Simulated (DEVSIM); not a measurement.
Structure: illuminated Si n-on-p cell, one wavelength, at 300 K.

| layer (left to right) | material | thickness (μm) | Nd (cm⁻³) | Na (cm⁻³) | τn (s) | τp (s) | absorption coefficient (cm⁻¹) |
|---|---|---|---|---|---|---|---|
| 1 | Si | 0.860 | 8.9e18 | - | 7.3e-9 | 1.1e-7 | 2500 |
| 2 | Si | 190 | - | 1.7e16 | 3.3e-7 | 3.3e-7 | 2500 |

Left contact: ohmic, minority hole recombination velocity 100 cm/s. Right contact: ohmic, minority electron recombination velocity 3000 cm/s. Voltage is applied to the left contact. Recombination: SRH at mid-gap, radiative, Auger. Light enters at the left, 1.4e16 photons cm⁻² s⁻¹, one pass, no reflection. Mobility is μmin + (μ − μmin)/(1 + (N/Nref)^α).

Constants are typed, rounded textbook-type inputs, not results; the design itself was drawn at random and stands for no fabricated device. Values at 300 K.

| parameter | Si |
|---|---|
| gap (eV) | 1.124 |
| affinity (eV) | 4.05 |
| permittivity | 11.7 |
| Nc (cm⁻³) | 2.86e19 |
| Nv (cm⁻³) | 3.1e19 |
| μn (cm²/Vs) | 1417 |
| μp (cm²/Vs) | 470 |
| μn,min | 52 |
| μp,min | 45 |
| Nref,n | 9.7e16 |
| Nref,p | 2.2e17 |
| αn | 0.68 |
| αp | 0.72 |
| B (cm³/s) | 4.7e-15 |
| Cn (cm⁶/s) | 2.8e-31 |
| Cp (cm⁶/s) | 9.9e-32 |

Model (solved in DEVSIM): 1D drift-diffusion, Boltzmann statistics, complete ionisation; no tunnelling, impact ionisation, image-force lowering or self-heating.

### Question
Tabulate band edges, carrier densities and field at 2.0 V on the left contact, in the dark.

### Answer
Energies count from the Fermi level of the right contact; mesh points crowd at the junctions.

| x (μm) | Ec (eV) | Ev (eV) | n (cm⁻³) | p (cm⁻³) | field (V/cm) |
|---|---|---|---|---|---|
| 0.000 | -1.970 | -3.094 | 8.9e18 | < 1e2 | ≈ 0 |
| 0.03871 | -1.970 | -3.094 | 8.9e18 | < 1e2 | ≈ 0 |
| 0.1362 | -1.970 | -3.094 | 8.9e18 | < 1e2 | ≈ 0 |
| 0.3978 | -1.970 | -3.094 | 8.9e18 | < 1e2 | ≈ 0 |
| 0.7419 | -1.970 | -3.094 | 8.9e18 | < 1e2 | ≈ 0 |
| 0.8285 | -1.970 | -3.094 | 8.9e18 | < 1e2 | ≈ 0 |
| 0.8631 | -1.884 | -3.008 | 3.2e17 | < 1e2 | 130000 |
| 0.9362 | -1.068 | -2.192 | 9700 | 1600 | 100000 |
| 1.114 | 0.326 | -0.798 | 1600 | 1300000 | 55000 |
| 1.576 | 0.930 | -0.194 | < 1e2 | 1.7e16 | ≈ 0 |
| 2.806 | 0.930 | -0.194 | 320 | 1.7e16 | ≈ 0 |
| 8.109 | 0.930 | -0.194 | 1400 | 1.7e16 | ≈ 0 |
| 20.20 | 0.930 | -0.194 | 3100 | 1.7e16 | ≈ 0 |
| 52.41 | 0.930 | -0.194 | 5600 | 1.7e16 | ≈ 0 |
| 145.3 | 0.930 | -0.194 | 6800 | 1.7e16 | ≈ 0 |
| 173.8 | 0.930 | -0.194 | 6800 | 1.7e16 | ≈ 0 |
| 184.5 | 0.930 | -0.194 | 6800 | 1.7e16 | ≈ 0 |
| 188.5 | 0.930 | -0.194 | 6800 | 1.7e16 | ≈ 0 |
| 190.2 | 0.930 | -0.194 | 6800 | 1.7e16 | ≈ 0 |
| 190.7 | 0.930 | -0.194 | 6800 | 1.7e16 | ≈ 0 |
| 190.8 | 0.930 | -0.194 | 6800 | 1.7e16 | ≈ 0 |
| 190.9 | 0.930 | -0.194 | 6800 | 1.7e16 | ≈ 0 |
